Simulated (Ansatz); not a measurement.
Results of HSE06+SOC in Ansatz (PAW) for CdS (Fm-3m, No. 225, 2 atoms in the cell; start mp-370; high-pressure phase).

Run with plane-wave cutoff 460 eV, 8×8×8 k mesh, Fermi–Dirac smearing 0.01 eV, PAW data made under PBE.

Cell (relaxed with PBEsol):

```yaml
crystal:
  lattice:
    - [0.00000, 2.69853, 2.69853]
    - [2.69853, 0.00000, 2.69853]
    - [2.69853, 2.69853, 0.00000]
  atoms:
    - { symbol: Cd, position: [0.00000, 0.00000, 0.00000] }
    - { symbol: S, position: [0.50000, 0.50000, 0.50000] }
```

### Question
Predict the band gap and smallest direct gap on the k points sampled.

### Answer

band gap: 1.23 eV (on the SCF k mesh) (indirect)
smallest direct gap on the k points sampled: 2.96 eV

Note: cell and atoms aren't relaxed at this level (pressure 2.6 GPa).

Static lattice: no zero-point or thermal effects.

The result took around 8 core-minutes (rough).

A start named mp-… is a Materials Project structure, which need not be a measured phase.

Ansatz is a first-principles code.
